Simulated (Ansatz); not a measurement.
LiBH4 (Ama2, No. 40, 12 atoms in the cell; start mp-1095543) was calculated with r²SCAN+rVV10 (Ansatz, a first-principles code, PAW).

Numerical settings: plane-wave cutoff 500 eV, 6×10×10 k mesh (along the axes of the cell as run), Fermi–Dirac smearing 0.05 eV, scalar-relativistic PAW data made under PBE.

Cell (relaxed at this level):

```cif
data_H16B4Li4
_chemical_formula_sum 'Li4 B4 H16'
_space_group_name_H-M_alt 'Ama2'
_space_group_IT_number 40
_space_group_name_Hall 'A 2 -2a'
_cell_length_a 6.23007
_cell_length_b 5.62703
_cell_length_c 5.57453
_cell_angle_alpha 90.000
_cell_angle_beta 90.000
_cell_angle_gamma 90.000
loop_
_atom_site_label
_atom_site_type_symbol
_atom_site_symmetry_multiplicity
_atom_site_Wyckoff_symbol
_atom_site_fract_x
_atom_site_fract_y
_atom_site_fract_z
_atom_site_occupancy
Li1 Li 4 a 0.00000 0.00000 0.99527 1
B1 B 4 b 0.25000 0.23532 0.75068 1
H1 H 8 c 0.59090 0.18333 0.34847 1
H2 H 4 b 0.25000 0.01907 0.75252 1
H3 H 4 b 0.75000 0.21680 0.03840 1
```
(The calculation used a cell of 12 atoms; values per cell refer to that cell.)

**Question.** What does this level give for the band gap?

**Answer.** 
band gap: 5.75 eV (on the SCF k mesh)

Note: the relaxation could not lower the start's symmetry, so the cell can be a saddle point above a distorted one.

Computed values are for the static lattice.

Computing time: around 3 core-minutes (rough).

A start named mp-… is a Materials Project structure, which need not be a measured phase.
